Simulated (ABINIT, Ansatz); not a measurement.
An ABINIT input for a self-consistent single point of LaCu2 (P6/mmm, 3 atoms in the cell) (DFT, LDA (PW92), plane waves, PAW (JTH v2.0 LDA PAW)):

```
# LaCu2, JTH v2.0 LDA PAW
pp_dirpath "./"
pseudos "La.LDA_PW-JTH.xml, Cu.LDA_PW-JTH.xml"
acell 4.3002897785 4.3002897785 3.8509600000 Angstrom
rprim
         1.0000000000    0.0000000120    0.0000000000
        -0.5000000104    0.8660253978    0.0000000000
         0.0000000000    0.0000000000    1.0000000000
natom 3
ntypat 2
znucl 57 29
typat 1 2 2
xcart
         0.0000000000    0.0000000000    0.0000000000
        -0.0000000297    2.4827734612    1.9254800000
         2.1501448744    1.2413867563    1.9254800000
      Angstrom
ecut 30 Ha
pawecutdg 60 Ha
pawxcdev 0
occopt 3
tsmear 0.00183747
nband 33
kptopt 1
ngkpt 9 9 9
nshiftk 1
shiftk 0 0 0
nstep 100
tolvrs 1.0e-10
prtwf 0
prtden 0
```

Problem. Translate this input to Ansatz (a quantum-chemistry and plane-wave program).

Solution. This is the input that was run; spellings and numerical settings could be chosen otherwise.

Ansatz 0.2 input:
```yaml
crystal:
  lattice:
    - [4.300290, 0.000000, 0.000000]
    - [-2.150145, 3.724160, 0.000000]
    - [0.000000, 0.000000, 3.850960]
  atoms:
    - { symbol: La, position: [0.000000, 0.000000, 0.000000] }
    - { symbol: Cu, position: [0.333333, 0.666667, 0.500000] }
    - { symbol: Cu, position: [0.666667, 0.333333, 0.500000] }
kpoints:
  mp_grid: { grid: [9, 9, 9] }
hamiltonian:
  xc: lda
  pseudopotentials: { kind: paw }
scf:
  occupations: { method: fermi_dirac, width: 0.05 }
output:
  forces: true
  eigenvalues: true
  stress: true
```

Basis, cutoffs, solver keys and any potentials are the target program's own. This input uses DFT, LDA (PW92), plane waves, default PAW files made with PBE. LDA parametrisations can differ slightly between programs. Both were run: pressure -5.43 GPa in ABINIT and -5.40 in Ansatz. Ansatz's pressure is the one without its finite-basis correction.

On Ansatz: the starting cell comes from a database of computed structures (which also holds hypothetical and non-ambient phases and stackings), without a prior relaxation at this level. Spin polarisation is off. With a pressure of about -5 GPa the cell is away from its equilibrium volume at this level.

On ABINIT: the starting cell comes from a database of computed structures (which also holds hypothetical and non-ambient phases and stackings), without a prior relaxation at this level. Spin polarisation is off. With a pressure of about -5 GPa the cell is away from its equilibrium volume at this level.
